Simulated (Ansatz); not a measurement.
Take TiN in the rock salt structure (space group Fm-3m, No. 225; a = 4.2040 Å) as the base.

Level of theory: PBEsol (Ansatz, a quantum-chemistry and plane-wave program), scalar-relativistic without spin-orbit coupling.

For the base:

Volume per atom: 9.29 Å³

One thing is altered: a hydrostatic pressure of 10 GPa.

**Question.** Estimate the effect on the volume per atom.

**Answer.** The volume per atom decreases by 0.29 Å³ to 9.00 Å³.

Load acts through the strain it causes; cell and atoms are relaxed under it. Whether these cells are dynamically stable was not tested. Competing high-pressure phases were not computed. The base started in Pnma and relaxed to Fm-3m at this level. The final runs are not spin-polarised. An odd electron count without spin: TiN.
